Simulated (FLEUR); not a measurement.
FLEUR run on CdHClO (P6_3mc, 8 atoms in the cell): self-consistent single point.

Method: PBEsol, all-electron FLAPW (FLEUR), scalar-relativistic valence in FLEUR.

The change in words: lattice scaled by 0.98. Reference geometry:
```
CdHClO
1.0
    3.70730     0.00000     0.00000
   -1.85365     3.21062     0.00000
    0.00000     0.00000    10.34244
Cd H Cl O
2 2 2 2
Direct
  0.66667   0.33333   0.49219
  0.33333   0.66667   0.99219
  0.00000   0.00000   0.31842
  0.00000   0.00000   0.81842
  0.66667   0.33333   0.15574
  0.33333   0.66667   0.65574
  0.00000   0.00000   0.41324
  0.00000   0.00000   0.91324
```

Reference input (self-consistent single point, DFT, PBEsol, all-electron FLAPW (FLEUR), scalar-relativistic valence): Kmax = 4.7 1/bohr; GmaxXC = 18.8 1/bohr; xcFunctional = PBEs; jspins = 1; l_soc = F; mode = hist; fermiSmearingEnergy = 0.0001 Htr; mesh (inpgen div1-3) = 7 7 3; inpgen gamma flag = false; Gmax = 18.8 1/bohr; numbands = 0; maxIterBroyd = 25. This run's input differs from it in these lines:

```diff
@@ -3,5 +3,5 @@
 &input film=f /
-7.0057837201 0.0000004333 0.0000000000
--3.5028922353 6.0671864584 0.0000000000
-0.0000000000 0.0000000000 19.5443696117
+6.8656684356 0.0000003524 0.0000000000
+-3.4328345230 5.9458431030 0.0000000000
+0.0000000000 0.0000000000 19.1534816526
 1.0
@@ -50,5 +50,5 @@
          <bravaisMatrix>
-            <row-1>    7.0057837201000002     0.0000004333000000     0.0000000000000000</row-1>
-            <row-2>   -3.5028922353000000     6.0671864584000001     0.0000000000000000</row-2>
-            <row-3>    0.0000000000000000     0.0000000000000000    19.5443696116999988</row-3>
+            <row-1>    6.8656684356000000     0.0000003524000000     0.0000000000000000</row-1>
+            <row-2>   -3.4328345229999999     5.9458431029999996     0.0000000000000000</row-2>
+            <row-3>    0.0000000000000000     0.0000000000000000    19.1534816526000000</row-3>
          </bravaisMatrix>
```

Output (repeated stretches shortened):

```
 Iteration:     1   Distance:      14.16345875 me/bohr^3
 Iteration:     2   Distance:      12.96721973 me/bohr^3
 Iteration:     3   Distance:       8.18146192 me/bohr^3
 Iteration:     4   Distance:       6.69151779 me/bohr^3
 Iteration:     5   Distance:       1.68737351 me/bohr^3
   [... 10 lines left out ...]
 Iteration:    16   Distance:       0.00007160 me/bohr^3
 Iteration:    17   Distance:       0.00004474 me/bohr^3
 Iteration:    18   Distance:       0.00001309 me/bohr^3
 Iteration:    19   Distance:       0.00000214 me/bohr^3
 Reset of history
 Run finished successfully
 Stop message:
   Structural relaxation: new displacements generated

[file out, last iteration]
             iter=     20
[...]
          total density-effective poten   -2.0100928972E+04
          total charge density-energy d   -3.7652789459E+02
 Updated energy parameters for spin:           1
[...]
 fermi energy and band-weighting factors:
    0.788985

[...]
FERMIE:
          first approx. to ef    (T=0)  :   0.204452 htr   (energy of the highest occ. eigenvalue)
          number of occ. states  (T=0)  :        512
          first approx. to seigv (T=0)  : -24.998715 htr
          sum of weights of occ. states :  32.000000
          sum of semicore charge        :   0.000000 e
FERHIS:  Fermi-Energy by histogram:
          bandgap                     :   0.086666 htr
   [... lines left out ...]
          charge neutrality (T=0)     :   0.000000    (zero if the highest occ. eigenvalue is "entirely" occupied)
 Direct bandgap for spin            1 :    8.6665816577404492E-002  Htr
 ---->    free energy=                    -12259.5621743170 htr
   [... lines left out ...]
 TOTAL FORCE FOR ATOM TYPE=  2  X=  0.000   Y=  0.000   Z=  6.099
                       FX_TOT= 0.000000 FY_TOT= 0.000000 FZ_TOT=-0.018794
 TOTAL FORCE FOR ATOM TYPE=  3  X= -3.433   Y=  1.982   Z=  2.983
                       FX_TOT= 0.000000 FY_TOT= 0.000000 FZ_TOT= 0.003025
 TOTAL FORCE FOR ATOM TYPE=  4  X=  0.000   Y=  0.000   Z=  7.915
                       FX_TOT= 0.000000 FY_TOT= 0.000000 FZ_TOT= 0.020616
```

The run converged in 19 iterations. FLEUR gives forces in its relaxation mode, with a further iteration, so its stop message speaks of a relaxation. Against the reference run the free energy drops by 3.2 meV/atom, the largest force goes from 0.519 to 1.060 eV/Å and the gap on the mesh goes from 2.244 to 2.358 eV.

The starting cell comes from a database of computed structures (which also holds hypothetical and non-ambient phases and stackings), without a prior relaxation at this level. Its lattice was rescaled by a random factor within 2.5 % of one. For this run, on top of that: lattice scaled by 0.98. Values depend on the basis (sphere radii, cutoffs, local orbitals), which need not be converged. Forces in this geometry exceed 1 eV/Å.

Cost on one core of a shared machine: roughly 9 min.
